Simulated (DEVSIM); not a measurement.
System: abrupt GaAs p-n junction, at 250 K.

Layer 1 from the left is GaAs, thickness (μm) 2.80, Na (cm⁻³) 1.7e16, τn (s) 2.9e-8, τp (s) 2.9e-8. Layer 2 from the left is GaAs, thickness (μm) 2.60, Nd (cm⁻³) 1.1e17, τn (s) 2.9e-8, τp (s) 2.9e-8.

Left contact: ohmic. Right contact: ohmic. Voltage is applied to the left contact. Recombination: SRH at mid-gap, radiative. Mobility is μmin + (μ − μmin)/(1 + (N/Nref)^α).

The device is made up for the run: typed textbook-type constants, with dimensions and the other settings drawn at random. Values at 300 K; Nc and Nv go as T^1.5, mobilities as T to minus their exponent, the gap by Varshni's rule with the affinity fixed.

GaAs: gap (eV) 1.424, affinity (eV) 4.07, permittivity 12.9, Nc (cm⁻³) 4.7e17, Nv (cm⁻³) 9e18, μn (cm²/Vs) 8500, μp (cm²/Vs) 400, μn,min 500, μp,min 20, Nref,n 6e16, Nref,p 1.5e17, αn 0.39, αp 0.38, T exponent of μn 2.1, T exponent of μp 2.2, B (cm³/s) 2e-10, Varshni α (eV/K) 0.000541, Varshni β (K) 204.

DEVSIM, 1D drift-diffusion, Boltzmann statistics, complete ionisation; no tunnelling, impact ionisation, image-force lowering or self-heating.

Dark forward current:

```csv
|V| (V),|J| (A/cm²)
0.10,1.436e-13
0.15,4.928e-13
0.20,1.634e-12
0.25,5.374e-12
0.30,1.764e-11
0.35,5.796e-11
0.40,1.907e-10
0.45,6.287e-10
0.50,2.078e-9
0.55,6.892e-9
0.60,2.299e-8
0.65,7.758e-8
0.70,2.692e-7
0.75,1.001e-6
0.80,4.350e-6
0.85,2.454e-5
0.90,0.0001823
0.95,0.001620
1.00,0.01563
1.05,0.1555
1.10,1.563
1.15,15.65
1.20,148.0
1.25,1039
1.30,4099
```

**Question.** Work out the local ideality factor n = ΔV / (kT/q · ln(J2/J1)) between the rows 0.10 and 0.15 V, 1.05 and 1.10 V, 1.25 and 1.30 V.

**Answer.** kT/q = 21.54 mV. From 0.10 to 0.15 V: ln(4.928e-13/1.436e-13) = 1.233, n = 1.88, near the 2 of recombination in the depletion region. From 1.05 to 1.10 V: ln(1.563/0.1555) = 2.308, n = 1.01, near the 1 of diffusion or emission over a barrier. From 1.25 to 1.30 V: ln(4099/1039) = 1.372, n = 1.69.

**Question.** Estimate the current at 1.05 V from the Shockley equation with J0 = Σ q ni² D/(N L) coth(W/L), τ joining the SRH, radiative and Auger lifetimes that are on, and W taken as the whole layer.

**Answer.** ni² = 1.70e7 cm⁻⁶; electrons in the p layer: μ = 8010 cm²/Vs, D = 173 cm²/s, τ = 2.64e-8 s, L = 21.3 μm, W/L = 0.13, term 9.96e-23 A/cm²; holes in the n layer: μ = 330 cm²/Vs, D = 7.12 cm²/s, τ = 1.77e-8 s, L = 3.55 μm, W/L = 0.73, term 7.97e-25 A/cm². J0 = 1.00e-22 A/cm², and J = J0 exp(qV/kT) = 0.149 A/cm². The simulation gives 0.155 A/cm²; the estimate lies 4.4 % below. The estimate leaves out recombination in the depletion region and that region's share of W.
